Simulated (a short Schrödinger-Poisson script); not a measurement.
Stack: MOS inversion layer, Si3N4 on p-type GaN, at 300 K.

| layer | material | thickness (nm) | Na (cm⁻³) |
|---|---|---|---|
| 1 | Si3N4 | 5.6 | - |
| 2 | GaN | 1100 | 3.5e17 |

Constants are typed, rounded textbook-type inputs, not results; the design itself was drawn at random and stands for no fabricated device. Si3N4: permittivity 7.5, conduction-band edge (eV) 2, gap (eV) 5.1, electron mass (mₑ) 0.5. GaN: permittivity 9.5, conduction-band edge (eV) 0, gap (eV) 3.43, Nv at 300 K (cm⁻³) 4.6e19.

Channel valleys (confinement mass, in-plane density-of-states mass, number): Γ 0.2, 0.2, 1. At the gate the conduction-band edge of layer 1 lies 2.46 eV − eVg above the Fermi level of the channel; the field vanishes at the back. Gaps are held at their typed values at every temperature. Mesh 0.03 nm at interfaces.

From a short Schrödinger-Poisson script (our own, NumPy): 1D Poisson equation in equilibrium, electrons classical, Fermi-Dirac, parabolic valleys, classical holes, full ionisation, no traps, pinning or gate leakage.

The same stack at other levels of the model or other numerical settings:

```json
[
 {"run": "base", "sheet density of all electrons at Vg = 2.4 V (cm⁻²)": "8.18e12", "sheet density of all electrons at Vg = 1.2 V (cm⁻²)": "1.13e12", "capacitance at Vg = 2.4 V (μF/cm²)": "0.988", "centroid of the channel electrons at Vg = 2.4 V (nm)": "0.87", "rough cost against the base": "about 1"},
 {"run": "electrons treated as classical, Boltzmann", "sheet density of all electrons at Vg = 2.4 V (cm⁻²)": "9.74e12", "sheet density of all electrons at Vg = 1.2 V (cm⁻²)": "1.39e12", "capacitance at Vg = 2.4 V (μF/cm²)": "1.15", "centroid of the channel electrons at Vg = 2.4 V (nm)": "0.26", "rough cost against the base": "0.1"},
 {"run": "electrons treated as quantum, Hartree", "sheet density of all electrons at Vg = 2.4 V (cm⁻²)": "7.07e12", "sheet density of all electrons at Vg = 1.2 V (cm⁻²)": "4.48e11", "capacitance at Vg = 2.4 V (μF/cm²)": "…", "centroid of the channel electrons at Vg = 2.4 V (nm)": "1.85", "rough cost against the base": "3"},
 {"run": "electrons treated as quantum, Hartree plus LDA exchange-correlation", "sheet density of all electrons at Vg = 2.4 V (cm⁻²)": "7.37e12", "sheet density of all electrons at Vg = 1.2 V (cm⁻²)": "…", "capacitance at Vg = 2.4 V (μF/cm²)": "0.949", "centroid of the channel electrons at Vg = 2.4 V (nm)": "…", "rough cost against the base": "5"},
 {"run": "mesh six times as coarse", "sheet density of all electrons at Vg = 2.4 V (cm⁻²)": "8.08e12", "sheet density of all electrons at Vg = 1.2 V (cm⁻²)": "1.09e12", "capacitance at Vg = 2.4 V (μF/cm²)": "0.979", "centroid of the channel electrons at Vg = 2.4 V (nm)": "0.95", "rough cost against the base": "0.2"}
]
```

Question: Some entries are withheld; supply them.

Answer: 
- electrons treated as quantum, Hartree plus LDA exchange-correlation, centroid of the channel electrons at Vg = 2.4 V (nm): 1.80
- electrons treated as quantum, Hartree, capacitance at Vg = 2.4 V (μF/cm²): 0.935
- electrons treated as quantum, Hartree plus LDA exchange-correlation, sheet density of all electrons at Vg = 1.2 V (cm⁻²): 5.45e11

The classical rows ignore confinement, and Boltzmann statistics overrate the density once the band edge passes the Fermi level.

In real p-type GaN the Mg acceptor is only partly ionised, and so wide a gap doesn't supply an inversion layer without source and drain.
